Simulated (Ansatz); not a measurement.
Surface: Si(111) 1x1 surface, 6 top atoms, 3 bilayers, bottom bilayer H-capped and fixed, every top atom capped by H; cell 11.5 x 6.6 Å; one H replaced by OH; about 7 Å thick over the host's atoms, 18 atoms held. Calculation: PBE-D3(BJ) (plane waves to 420 eV, PAW; Ansatz, a quantum-chemistry and plane-wave program). Sampling: 1x2x1 k points. The slab states were run without spin polarisation. A thicker slab, a larger cell or a denser mesh can move such energies by a tenth of an eV or more. No zero-point or entropy terms are included. Each state was relaxed from one prepared geometry.

One H2O a cell is brought to the surface left by an earlier step (the surface fragment of SiCl4 exchanges a second ligand with a neighbouring Si-H group), after HCl has left. Relaxed result near the molecule:

```
atom     x (Å)  y (Å)   z (Å)
------  ------  -----  ------
Si(1)    2.038  3.368   9.528
H(14)    0.031  0.134  11.072
Si(17)   5.578  3.331   9.467
H(30)    3.964  6.484  10.856
H(46)   -1.979  3.268  11.092
O(47)    4.939  3.279  11.050
Si(a0)   3.346  3.321  11.513
Cl(a2)   2.987  1.661  12.704
Cl(a4)   3.119  4.901  12.843
O(c0)    0.109  3.525  12.487
H(c1)    0.722  4.168  12.885
H(c2)    0.426  2.673  12.831
```

Q: What is the adsorption energy against the free H2O and the slab before, and how much of it is dispersion?

A: -0.27 eV (negative: bound); the D3 term gives -0.16 eV of it. Its closest contacts to the rest of the cell: H(c1)...Cl(a4) 2.51 Å, O(c0)...H(46) 2.52 Å, H(c2)...Cl(a2) 2.76 Å.
